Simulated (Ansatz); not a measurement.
Take Ti in the hcp (Mg type) structure (space group P6_3/mmc, No. 194; relaxed with 0.1 eV smearing) as the base.

```
Ti
1.0
    2.86439     0.00000     0.00000
   -1.43219     2.48063     0.00000
    0.00000     0.00000     4.53728
Ti
2
Direct
  0.66667   0.33333   0.75000
  0.33333   0.66667   0.25000
```

Cartesian axes are those of the cell as printed.

The values are results of LDA/PAW in Ansatz (a program for electronic structure), spin-orbit coupling left out, not measurements.

Perturbation: uniaxial strain ε_zz = −3.00 %, all other strain components held at zero; the atoms relax in the strained cell.

**Question.** Predict the stress tensor and what it implies for the stiffness.

**Answer.** Stress of the strained cell less that of the base (GPa, compression positive):
```
    3.0     0.0     0.0
    0.0     3.0     0.0
    0.0     0.0     6.6
```

Then −Δσ_ii/ε with ε = -0.0300 gives secant stiffness values (nonlinear terms included at this strain): C33 ≈ 219 GPa, C13 ≈ 100 GPa and C23 ≈ 100 GPa.

As a check, the harmonic strain energy −½ V₀ Δσ:ε is 9.9 meV/atom; the computed energy rise is 9.7 meV/atom.

No phonon test of stability was made. The final runs are not spin-polarised.
